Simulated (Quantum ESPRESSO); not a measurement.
Worked example: self-consistent single point of LaCu2 (P6/mmm, 3 atoms in the cell) in Quantum ESPRESSO.

Method of the run: PBEsol, GBRV 1.5 ultrasoft (PBESOL) pseudopotentials (plane waves; Quantum ESPRESSO).

```xyz
3
Lattice="4.3003 0.0000 0.0000 -2.1501 3.7242 0.0000 0.0000 0.0000 3.8510" Properties=species:S:1:pos:R:3 pbc="T T T"
La     0.0000     0.0000     0.0000
Cu     0.0000     2.4828     1.9255
Cu     2.1501     1.2414     1.9255
```

Reference input (self-consistent single point, DFT, LDA (PZ), plane waves, GBRV 1.5 ultrasoft (LDA) pseudopotentials): ecutwfc = 50 Ry; ecutrho = 400 Ry; occupations = smearing; smearing = fermi-dirac; degauss = 0.0036749 Ry; potentials = {La: la_lda_v1.uspp.F.UPF, Cu: cu_lda_v1.2.uspp.F.UPF}; K_POINTS = automatic 9 9 9 0 0 0; conv_thr = 1e-11 Ry. This run's input differs from it in these lines:

```diff
@@ -25,4 +25,4 @@
 ATOMIC_SPECIES
-La   138.9055  la_lda_v1.uspp.F.UPF
-Cu    63.5460  cu_lda_v1.2.uspp.F.UPF
+La   138.9055  la_pbesol_v1.uspp.F.UPF
+Cu    63.5460  cu_pbesol_v1.2.uspp.F.UPF
 ATOMIC_POSITIONS {crystal}
```

Log, with long lists cut:

```
     Self-consistent Calculation

     iteration #  1     ecut=    50.00 Ry     beta= 0.70

---- Real-time Memory Report at c_bands before calling an iterative solver
           548 MiB given to the printing process from OS
           115 MiB allocation reported by mallinfo(arena+hblkhd)
------------------

     negative rho (up, down):  8.236E-03 0.000E+00

     total energy              =    -894.88288611 Ry
     estimated scf accuracy    <      18.28838731 Ry

     iteration #  2     ecut=    50.00 Ry     beta= 0.70

---- Real-time Memory Report at c_bands before calling an iterative solver
   [... lines left out ...]
           631 MiB given to the printing process from OS
           146 MiB allocation reported by mallinfo(arena+hblkhd)
------------------

     negative rho (up, down):  5.910E-02 0.000E+00

     total energy              =    -909.25051131 Ry
     estimated scf accuracy    <          8.3E-10 Ry

     iteration # 24     ecut=    50.00 Ry     beta= 0.70

---- Real-time Memory Report at c_bands before calling an iterative solver
           631 MiB given to the printing process from OS
           146 MiB allocation reported by mallinfo(arena+hblkhd)
------------------

     negative rho (up, down):  5.910E-02 0.000E+00
     End of self-consistent calculation

     the Fermi energy is    12.7743 ev

!    total energy              =    -909.25051131 Ry
     estimated scf accuracy    <          5.5E-12 Ry
     smearing contrib. (-TS)   =      -0.00120969 Ry
     internal energy E=F+TS    =    -909.24930162 Ry

     convergence has been achieved in  24 iterations

     negative rho (up, down):  5.910E-02 0.000E+00

     Forces acting on atoms (cartesian axes, Ry/au):

     atom    1 type  1   force =    -0.00000000   -0.00000000    0.00000000
   [... zero for the other atoms too ...]

     Total force =     0.000000     Total SCF correction =     0.000000

     negative rho (up, down):  5.910E-02 0.000E+00
          total   stress  (Ry/bohr**3)                   (kbar)     P=      -29.68
  -0.00020382   0.00000000   0.00000000          -29.98        0.00        0.00
   0.00000000  -0.00020382   0.00000000            0.00      -29.98        0.00
   0.00000000   0.00000000  -0.00019761            0.00        0.00      -29.07

   JOB DONE.
```

The run converged in 24 iterations. Against the reference run the pressure goes from -5.74 to -2.97 GPa.

The starting cell comes from a database of computed structures (which also holds hypothetical and non-ambient phases and stackings), without a prior relaxation at this level. Spin polarisation is off.

Cost on one core of a shared machine: roughly 5 min.
